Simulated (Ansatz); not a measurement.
**A computed series for Rb2LiSbCl6: response to strain**

Consider Rb$_{2}$LiSbCl$_{6}$ (space group Fm-3m, No. 225; a cell from a computed database, its experimental status unchecked).

```
Rb2LiSbCl6
1.0
    0.00000     5.14788     5.14788
    5.14788     0.00000     5.14788
    5.14788     5.14788     0.00000
Rb Li Sb Cl
2 1 1 6
Cartesian
  7.72183   7.72183   7.72183
  2.57394   2.57394   2.57394
  5.14788   5.14788   5.14788
  0.00000   0.00000   0.00000
  2.62559   5.14788   5.14788
  7.67018   5.14788   5.14788
  5.14788   2.62559   5.14788
  5.14788   7.67018   5.14788
  5.14788   5.14788   2.62559
  5.14788   5.14788   7.67018
```

Cartesian axes are those of the cell as printed.

Strains are applied to the cell and any free atomic positions relax; under biaxial strain the out-of-plane vector relaxes too.

Level of theory: PBEsol (Ansatz, an electronic-structure program), no SOC.

Candidates:
(a) tensor shear ε_yz = −1.52 %
(b) uniaxial strain ε_xx = −4.77 %
(c) biaxial strain +3.39 %, plane normal [111], relaxed out of plane

Notes on the quantities. energy relative to the base: free energy F.

**Question.** Order them by energy relative to the base, highest first.

**Answer.** (b) uniaxial strain ε_xx = −4.77 % (+9.6 meV/atom), (c) biaxial strain +3.39 %, plane normal [111], relaxed out of plane (+7.1 meV/atom), (a) tensor shear ε_yz = −1.52 % (+0.9 meV/atom)

Whether these cells are dynamically stable was not tested.
